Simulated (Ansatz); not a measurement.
**4H silicon carbide: the defect C interstitial**

Computed with PBE, PAW (plane waves to 420 eV; Ansatz, a program for electronic structure). Cell: 96 sites, 3×2×1; final energies on a 2×2×2 shifted mesh. Site at the start: void with 4C nearest. Charged cells carry a point-charge image correction with potential alignment at far atoms. Dielectric constants: PBE linear response of the host. Host gap at this level: 2.23 eV. Finite-size and sampling errors can reach tenths of an eV here. PBE underestimates the host's gap, which shifts levels and can delocalise carriers. Spin–orbit coupling is left out. Each state is the lowest found from its start.

Formation energies E_f are given with the Fermi level at the valence-band maximum. Chemical conditions: C-rich (Δμ(C) = 0.00 eV; only phases computed here count, gases as isolated molecules at 0 K); Si-rich (Δμ(C) = -0.41 eV; only phases computed here count, gases as isolated molecules at 0 K). Reference phases: C: graphite.

The name describes the start; the neighbours show where the added atom ended.

```json
[
 {"charge": "+2", "moment (μB)": "not spin-polarised", "largest move off a lattice site (Å)": "0.63", "neighbours of the added atom at the end (Å)": "C 1.27, Si 1.89, Si 1.89", "image correction with alignment (eV)": "0.89", "E_f, C-rich (eV)": "4.70", "E_f, Si-rich (eV)": "5.11", "above the lowest spin state (eV)": "0.00"},
 {"charge": "+1", "moment (μB)": "1.0", "largest move off a lattice site (Å)": "0.65", "neighbours of the added atom at the end (Å)": "C 1.32, Si 1.84, Si 1.84", "image correction with alignment (eV)": "0.26", "E_f, C-rich (eV)": "5.24", "E_f, Si-rich (eV)": "5.65", "above the lowest spin state (eV)": "0.00"},
 {"charge": "0", "moment (μB)": "not spin-polarised", "largest move off a lattice site (Å)": "0.48", "neighbours of the added atom at the end (Å)": "C 1.38, Si 1.72, Si 1.93", "image correction with alignment (eV)": "0.02", "E_f, C-rich (eV)": "6.73", "E_f, Si-rich (eV)": "7.14", "above the lowest spin state (eV)": "0.00"},
 {"charge": "0", "moment (μB)": "0.0", "largest move off a lattice site (Å)": "0.48", "neighbours of the added atom at the end (Å)": "C 1.38, Si 1.72, Si 1.93", "image correction with alignment (eV)": "0.02", "E_f, C-rich (eV)": "6.73", "E_f, Si-rich (eV)": "7.14", "above the lowest spin state (eV)": "0.00"}
]
```

Starting moments that weren't kept: charge 0 began with 2 μB and ended with 0.0.

Not the lowest form: the same atoms on another site or from another start ended lower, by 0.41 eV at charge 0. The levels below are those of this configuration alone.

Transition levels above the valence-band maximum: ε(+2/+1) = 0.54 eV; ε(+1/0) = 1.49 eV.

Flagged in the runs: a host whose relaxation on this sampling wasn't shown to rest.
